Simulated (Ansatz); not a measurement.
Take CdSe in the zinc blende structure (space group F-43m, No. 216; a = 6.007 Å) as the base. Axes: x, y, z lie along the cube axes.

Computed with Ansatz (a quantum-chemistry and plane-wave program) LDA, spin-orbit coupling left out.

Base values:

The pressure is 0.00 GPa.

Perturbation: tensile biaxial strain of 2.50 % in the plane normal to [111], as in epitaxy on a mismatched substrate; the out-of-plane cell vector and the atoms relax.

**Question.** What happens to the energy relative to the base?

**Answer.** The energy rises by 9.6 meV/atom.

**Question.** Estimate the effect on the pressure.

**Answer.** The pressure (mean of the normal stresses, compression positive) goes from zero to -1.50 GPa.

Stability against distortions was not tested.
